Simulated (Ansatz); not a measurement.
The reference is TiC in the rock salt structure (space group Fm-3m, No. 225; a = 4.3278 Å; relaxed with 0.1 eV smearing). Axes: x, y, z lie along the cube axes.

Computed with r2SCAN (Ansatz, a program for electronic structure; PAW; 500 eV plane waves; scalar-relativistic without spin-orbit coupling).

Strains are applied to the cell and any free atomic positions relax; under biaxial strain the out-of-plane vector relaxes too.

One change was made to it. Results:

The energy grows by 26 meV/atom; the pressure (mean of the normal stresses, compression positive) goes from zero to 11.4 GPa.

Which change produced these results?
A) biaxial strain −2.50 %, plane normal [001], relaxed out of plane
B) biaxial strain −2.00 %, plane normal [001], relaxed out of plane
C) biaxial strain −1.50 %, plane normal [001], relaxed out of plane

A, biaxial strain −2.50 %, plane normal [001], relaxed out of plane. For comparison, the energy relative to the base in the other runs: biaxial strain −2.00 %, plane normal [001], relaxed out of plane gives +16 meV/atom; biaxial strain −1.50 %, plane normal [001], relaxed out of plane gives +8.9 meV/atom.

Whether these cells are dynamically stable was not tested. All final runs are without spin polarisation.
